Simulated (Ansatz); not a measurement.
Functionals compared on F on the 1x1 (101) surface of tetragonal ZrO2 (a metastable polymorph) (cut with top plane O), one in a 2x1 cell, started at the site 'bridge O-O (span 4.1 Å)', in Ansatz (plane waves, PAW). The structure was relaxed with PBE; the other rows are single points on it, each with its references at the same level. Cutoff 420 eV (500 eV for r2SCAN). The points keep PBE's geometry, so the relaxation of a polaron and the settling of charge on one site are left out.

Host crystal: tetragonal ZrO2, with a band gap (PBE, scalar-relativistic without spin-orbit coupling).

Set-up: 37 atoms, 7.6 Å thick at the start under the adsorbate (thin: gaps and levels are the slab's own); mesh 3x3x1; 0.01 eV smearing; dipole correction on; 16 atoms held, the rest relaxed; no symmetry held; spin-polarised, ending with about 1.0 μB a cell; orders that need a larger cell were not tried, no spin-orbit, no U, no dispersion correction. At the end it is bonded to Zr. In PBE it is, or lies within 0.03 eV of, the lowest of the starts that converged. These notes are the PBE run's. RPBE: The program's check for a lower electronic state was not made. r2SCAN: The program's check for a lower electronic state was not made. Adsorption energies are against ½ F2(g). A negative adsorption energy means that the adsorbate is more stable on the surface than in its reference.

| functional | adsorption energy (eV) | magnetic moment of the cell (μB) | rough cost of the single point |
|---|---|---|---|
| PBE | -1.85 | 1.00 | – |
| RPBE | -1.75 | 1.00 | very roughly 7 core-minutes |
| r2SCAN | -2.13 | 1.00 | around 13 core-minutes (rough) |

Ansatz is a first-principles code.
